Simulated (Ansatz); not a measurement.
Density of states of BP (F-43m) below the valence band maximum, PBEsol, rigid bands in Ansatz (a first-principles code); cell volume 23.1 Å³.

(energy from edge (eV), 10⁻³ states/eV/cell): (0.006, 17.4); (0.031, 40.7); (0.056, 55.1); (0.081, 66.2); (0.106, 76.1); (0.131, 85.0); (0.156, 93.9); (0.181, 101); (0.206, 109); (0.231, 116); (0.256, 123); (0.281, 131); (0.319, 141); (0.344, 147); (0.369, 154); (0.394, 160); (0.419, 167); (0.444, 173); (0.469, 179); (0.494, 186); (0.519, 193); (0.544, 199); (0.569, 205); (0.594, 211)

Task: What effective density of states at 300 K does this give (∫ g(E) exp(−E/k_BT) dE, both spins, divided by the cell's size)?

Result: 3.7e19 cm⁻³, a density-of-states mass of 1.30 mₑ, valleys and band degeneracy included.

Spin-orbit coupling is left out; where it splits the top of the valence band, N_v and the p-type Seebeck coefficient come out somewhat high without it. Geometry: cell and atoms relaxed with PBEsol.
